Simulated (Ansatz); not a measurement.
**Pressure series in AlAs**

Start from AlAs in the zinc blende structure (space group F-43m, No. 216).

AlAs is modelled in the cubic space group F-43m (No. 216), the zinc blende structure, Pearson symbol cF8. Lattice parameters: a = b = c = 5.728 Å, α = β = γ = 90.00°. As on 4c has 4 Al at 2.480 Å (tetrahedral). Al on 4a is coordinated by 4 As at 2.480 Å (tetrahedral). (Neighbours: up to the widest gap in distance over summed covalent radii, below 1.35, at either atom; cation-cation and far metal-metal contacts left out.)
(The calculation used a cell of 2 atoms; values per cell refer to that cell.)

Cell and atoms are relaxed at each pressure.

Level of theory: plane-wave PAW DFT at the PBE level (Ansatz, a quantum-chemistry and plane-wave program, 420 eV), without spin-orbit coupling.

```
case              smallest direct gap    gap character  shortest interatomic distance  band gap
----------------  -------------------  ---------------  -----------------------------  --------
base                          1.78 eV  indirect, Γ → X                        2.480 Å   1.50 eV
pressure −2 GPa                     –      direct at Γ                        2.507 Å   1.53 eV
pressure −1 GPa               1.66 eV  indirect, Γ → X                        2.493 Å   1.53 eV
pressure 1.8 GPa              1.97 eV  indirect, Γ → X                        2.460 Å   1.46 eV
pressure 4.2 GPa              2.21 eV  indirect, Γ → X                        2.435 Å   1.41 eV
pressure 9 GPa                2.63 eV  indirect, Γ → X                        2.394 Å   1.31 eV
pressure 18 GPa               3.26 eV  indirect, Γ → X                        2.334 Å   1.16 eV
pressure 30 GPa               3.68 eV  indirect, Γ → X                        2.275 Å   0.97 eV
pressure 45 GPa               3.68 eV  indirect, Γ → X                        2.219 Å   0.77 eV
pressure 60 GPa                   [?]  indirect, Γ → X                            [?]       [?]
```

**Question.** What belongs in the blanks?

**Answer.** 
- pressure 60 GPa, smallest direct gap: 3.67 eV
- pressure 60 GPa, shortest interatomic distance: 2.174 Å
- pressure 60 GPa, band gap: 0.60 eV

Load acts through the strain it causes; cell and atoms are relaxed under it. Whether these cells are dynamically stable was not tested. Measured, AlAs leaves this structure (for the NiAs type) near 12 GPa (temperature not stated; as listed in Datta, Sujoy, Jana, Debnarayan, arXiv (2020)), on rising pressure, with hysteresis.
